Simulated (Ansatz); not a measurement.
CsCl-type FeAl was calculated with PBE (Ansatz, an electronic-structure program, PAW).

Run with plane-wave cutoff 520 eV, 16×16×16 k mesh, Fermi–Dirac smearing 0.1 eV, perturbation theory, force constants from a 4×4×4 q mesh, no spin polarisation, scalar-relativistic PAW data made under PBE.

Computed at the level's own relaxed cell. Harmonic vibrational thermodynamics at fixed volume:

| T (K) | S_vib (J/K per mol of atoms) | C_V (J/K per mol of atoms) | F_vib (eV/atom) |
|---|---|---|---|
| 0 | 0.00 | 0.00 | 0.0483 |
| 200 | 14.76 | 18.57 | 0.0366 |
| 300 | 22.98 | 21.72 | 0.0169 |
| 500 | 34.66 | 23.70 | -0.0437 |
| 700 | 42.74 | 24.30 | -0.1244 |
| 800 | 46.00 | 24.44 | -0.1704 |
| 900 | 48.88 | 24.55 | -0.2196 |

The crystal is taken as a harmonic solid at every temperature: melting, phase changes and thermal expansion are not seen, nor the electrons' share in a metal.
